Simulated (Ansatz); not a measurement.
Cl_Rh in fcc Rh (start: the Rh site; 32-site cell, 6×6×6 shifted sampling), host crystal and elements as references (Δμ(Rh) = 0.00 eV, Δμ(Cl) = 0.00 eV; Cl taken from its element, since no compound that bounds it was computed at this level; only phases computed here count, gases as isolated molecules at 0 K). Calculation: PBE, PAW (plane waves to 420 eV; Ansatz, a first-principles code). In charge state 0 (not spin-polarised) the formation energy is 2.81 eV. The crystal has 7.12 × 10^22 Rh sites per cm³.

Q: Estimate the equilibrium concentration at 1300 K in the dilute limit, leaving out vibrational entropy and degeneracy.

A: kT = 0.1120 eV; c = N exp(−E_f / kT) = 7.12 × 10^22 × exp(−25.1) ≈ 9 × 10^11 cm^-3. An error of 0.2 eV in E_f moves this by a factor of 6.
